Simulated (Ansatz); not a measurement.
**Pressure series in GaSe**

Consider GaSe in the beta-GaS type structure (space group P6_3/mmc, No. 194; a = 3.769 Å, c = 15.964 Å; layered, stacked along the Cartesian z axis).

Cell and atoms are relaxed at each pressure.

The values are results of PBE-D3(BJ) (Ansatz, a program for electronic structure; PAW; 420 eV plane waves; without spin-orbit coupling), earlier PAW set, not measurements.

Candidates:
(a) pressure 30 GPa
(b) pressure 60 GPa
(c) pressure 18 GPa

Base values:

```
Property   Value
---------  -----
c/a ratio  4.235
```

Q: Order them by c/a ratio, lowest first.

A: (c) pressure 18 GPa (4.138), (a) pressure 30 GPa (4.203), (b) pressure 60 GPa (4.531)

A case with no gap was solved on a k-mesh chosen for an insulator, which is coarse for it. Load acts through the strain it causes; cell and atoms are relaxed under it. No phonon test of stability was made. No other phases were tried under pressure. The final runs are not spin-polarised.
